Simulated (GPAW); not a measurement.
# A self-consistent single point of KMgH3 (Pm-3m, 5 atoms in the cell) with GPAW

Level of theory: LDA (Perdew-Wang 92), GPAW PAW datasets LDA (gpaw-data 1.0.1) (plane waves; GPAW).

Input as run:

```python
from ase import Atoms
from ase.units import GPa
from gpaw import GPAW, PW

atoms = Atoms(['K', 'Mg', 'H', 'H', 'H'],
              cell=[[3.988100, 0.000000, 0.000000],
                    [0.000000, 3.988100, 0.000000],
                    [0.000000, 0.000000, 3.988100]],
              positions=[[0.000000, 0.000000, 0.000000],
                         [1.994050, 1.994050, 1.994050],
                         [1.994050, 0.000000, 1.994050],
                         [0.000000, 1.994050, 1.994050],
                         [1.994050, 1.994050, 0.000000]],
              pbc=True)

calc = GPAW(mode=PW(850),
            xc='LDA',
            kpts={'size': (4, 4, 4), 'gamma': True},
            occupations={'name': 'fixed-uniform'},
            nbands=-4,
            convergence={'density': 1e-05, 'energy': 1e-05, 'bands': -2},
            symmetry={'symmorphic': False, 'tolerance': 0.0005},
            maxiter=120,
            txt='-')

atoms.calc = calc

energy = atoms.get_potential_energy()
print('Energy (eV):', round(energy, 6))
forces = atoms.get_forces()
print('Forces (eV/Ang):')
print(forces.round(5))
stress = atoms.get_stress()
print('Stress (GPa, Voigt):', (stress / GPa).round(4))
```

Output (repeated stretches shortened):

```
Input parameters:
  convergence: {bands: -2,
                density: 1e-05,
                energy: 1e-05}
  kpts: {gamma: True,
         size: (4, 4, 4)}
  maxiter: 120
  mode: {ecut: 850.0,
         name: pw}
  nbands: -4
  occupations: {name: fixed-uniform}
  symmetry: {symmorphic: False,
             tolerance: 0.0005}

species:
  K:
    name: Potassium
    Z: 19.0
    valence: 9
    core: 10
    charge: 0.0
    file: K.LDA.gz

    # Using partial waves for K as LCAO basis

  Mg:
    name: Magnesium
    Z: 12.0
    valence: 10
    core: 2
    charge: 0.0
    file: Mg.LDA.gz

    # Using partial waves for Mg as LCAO basis

  H:
    name: Hydrogen
    Z: 1.0
    valence: 1
    core: 0
    charge: 0.0
    file: H.LDA.gz

    # Using partial waves for H as LCAO basis

Reference energy: -21804.286877  # eV

Spin-paired calculation

Convergence criteria:
 Maximum [total energy] change in last 3 cyles: 1e-05 eV / valence electron
 Maximum integral of absolute [dens]ity change: 1e-05 electrons / valence electron
 Maximum integral of absolute [eigenst]ate change: 4e-08 eV^2 / valence electron
 Maximum number of scf [iter]ations: 120

Symmetries present (total): 48
Symmetries with fractional translations: 0
64 k-points: 4 x 4 x 4 Monkhorst-Pack grid + [1/8,1/8,1/8]
10 k-points in the irreducible part of the Brillouin zone
       k-points in crystal coordinates                weights
   0:     0.00000000    0.00000000    0.00000000          1/64
   1:     0.25000000    0.00000000    0.00000000          6/64
   2:     0.25000000    0.25000000    0.00000000         12/64
   [... 7 lines left out ...]

Wave functions: Plane wave expansion
  Cutoff energy: 850.000 eV
  Number of coefficients (min, max): 3544, 3585
  Pulay-stress correction: 0.000000 eV/Ang^3 (de/decut=0.000000)

Occupation numbers: # Uniform distribution of occupation numbers

Eigensolver

Densities:
  Coarse grid: 27*27*27 grid
  Fine grid: 54*54*54 grid
  Total Charge: 0.000000

Density mixing:
  Method: separate
  Backend: pulay
  Linear mixing parameter: 0.05
  old densities: 5
  Damping of long wavelength oscillations: 50

Hamiltonian:
  XC and Coulomb potentials evaluated on a 54*54*54 grid
  External potential:
    NoExternalPotential

Number of atoms: 5
Number of atomic orbitals: 16
Number of bands in calculation: 15
Number of valence electrons: 22
Bands to converge: 13

Density initialized from atomic densities
  15 bands from LCAO basis set

Atomic positions and initial magnetic moments

Positions:
   0 K      0.000000    0.000000    0.000000    ( 0.0000,  0.0000,  0.0000)
   1 Mg     1.994050    1.994050    1.994050    ( 0.0000,  0.0000,  0.0000)
   2 H      1.994050    0.000000    1.994050    ( 0.0000,  0.0000,  0.0000)
   3 H      0.000000    1.994050    1.994050    ( 0.0000,  0.0000,  0.0000)
   4 H      1.994050    1.994050    0.000000    ( 0.0000,  0.0000,  0.0000)

Unit cell:
           periodic     x           y           z      points  spacing
  1. axis:    yes    3.988100    0.000000    0.000000    27     0.1477
  2. axis:    yes    0.000000    3.988100    0.000000    27     0.1477
  3. axis:    yes    0.000000    0.000000    3.988100    27     0.1477

  Lengths:   3.988100   3.988100   3.988100
  Angles:   90.000000  90.000000  90.000000

Effective grid spacing dv^(1/3) = 0.1477

     iter     time        total  log10-change:
                         energy   eigst   dens
iter:   1 --:--:--   -16.638436   +0.40
iter:   2 --:--:--   -16.475894   -0.34  -1.02
iter:   3 --:--:--   -15.366704   -0.11  -1.05
iter:   4 --:--:--   -15.373791   -0.38  -1.77
iter:   5 --:--:--   -15.488172   -1.09  -1.82
iter:   6 --:--:--   -15.358917   -1.05  -1.67
iter:   7 --:--:--   -15.377842   -1.17  -2.56
iter:   8 --:--:--   -15.358377   -1.80  -2.10
iter:   9 --:--:--   -15.358340   -2.09  -3.30
iter:  10 --:--:--   -15.358420c  -2.40  -3.74
iter:  11 --:--:--   -15.358338c  -2.81  -3.39
iter:  12 --:--:--   -15.358338c  -3.20  -4.07
iter:  13 --:--:--   -15.358334c  -3.35  -4.03
iter:  14 --:--:--   -15.358334c  -3.78  -4.66
iter:  15 --:--:--   -15.358334c  -2.58  -4.82
iter:  16 --:--:--   -15.358334c  -4.56  -4.96
iter:  17 --:--:--   -15.358334c  -5.09  -5.06c
iter:  18 --:--:--   -15.358334c  -5.33  -5.17c
iter:  19 --:--:--   -15.358334c  -5.73  -5.24c
iter:  20 --:--:--   -15.358334c  -6.21  -5.33c
iter:  21 --:--:--   -15.358334c  -6.42  -5.42c
iter:  22 --:--:--   -15.358334c  -6.87  -5.48c
iter:  23 --:--:--   -15.358334c  -7.10  -5.73c
iter:  24 --:--:--   -15.358334c  -7.58c -5.91c

Converged after 24 iterations.

Dipole moment: (0.000000, -0.000000, -0.000000) |e|*Ang

Energy contributions relative to reference atoms: (reference = -21804.286877)

Kinetic:         +4.355797
Potential:       -3.357808
External:        +0.000000
XC:             -15.593949
Entropy (-ST):   +0.000000
Local:           -0.762373
SIC:             +0.000000
--------------------------
Free energy:    -15.358334
Extrapolated:   -15.358334

Showing only first 2 kpts
 Kpt  Band  Eigenvalues  Occupancy
  0     9      0.98646    2.00000
  0    10      0.98646    2.00000
  0    11      7.08417    0.00000
  0    12      7.08417    0.00000

  1     9      0.04312    2.00000
  1    10      1.22122    2.00000
  1    11      6.84358    0.00000
  1    12      6.84358    0.00000

Fermi level: 2.57534

Gap: 2.149 eV
Transition (v -> c):
  (s=0, k=4, n=10, [0.50, 0.00, 0.00]) -> (s=0, k=9, n=11, [0.50, 0.50, 0.50])
Direct/indirect transitions are different
Direct gap: 4.356 eV
Transition at: (s=0, k=9, n=10, [0.50, 0.50, 0.50])
Energy (eV): -15.358334

Forces in eV/Ang:
  0 K     0.00000    0.00000    0.00000
  1 Mg    0.00000    0.00000    0.00000
  2 H    -0.00000   -0.00000    0.00000
  3 H    -0.00000   -0.00000   -0.00000
  4 H     0.00000    0.00000   -0.00000

Stress tensor:
     0.013010    -0.000000     0.000000
    -0.000000     0.013010     0.000000
     0.000000     0.000000     0.013010
Stress (GPa, Voigt): [ 2.0844  2.0844  2.0844  0.      0.     -0.    ]
```

The run converged in 24 iterations. GPAW prints stress with tension positive.

The starting cell comes from a database of computed structures (which also holds hypothetical and non-ambient phases and stackings), without a prior relaxation at this level.
